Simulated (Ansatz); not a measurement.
System: WPt (model structure, started from the CuAu type, P4/mmm, No. 123, 2 atoms in the cell). Method: LDA (plane waves, PAW; Ansatz, an electronic-structure program).

Numerical settings: plane-wave cutoff 520 eV, 20×20×16 k mesh (along the axes of the cell as run), Fermi–Dirac smearing 0.05 eV, no spin polarisation, scalar-relativistic PAW data made under PBE.

Cell (relaxed at this level):

PtW has the tetragonal space group P4/mmm (No. 123), Pearson symbol tP2. Cell: a = 2.6962 Å, b = 2.6962 Å, c = 4.0809 Å, α = 90.00°, β = 90.00°, γ = 90.00°. W on 1d is surrounded by 4 W at 2.696 Å and 8 Pt at 2.793 Å (cuboctahedral). Pt on 1a is surrounded by 4 Pt at 2.696 Å and 8 W at 2.793 Å (cuboctahedral). (Neighbours: up to the widest gap in distance over summed covalent radii, below 1.35, at either atom.)

**Question.** What does this level give for the bulk modulus B0?

**Answer.** 
* **bulk modulus B0**: 340 GPa

Note: the run has no spin polarisation, so it can have missed a magnetic state; the bulk modulus is −V dP/dV from two relaxed cells at ±2 % in volume; the relaxation could raise the start's symmetry but not lower it, so the cell can be a saddle point.

Spin–orbit coupling is not included.

Cost on a shared machine: roughly 4 core-minutes.

A model structure was made by putting elements into a prototype or built by hand; it is no filed structure, need not be a known phase, and can be a saddle point held by its symmetry.
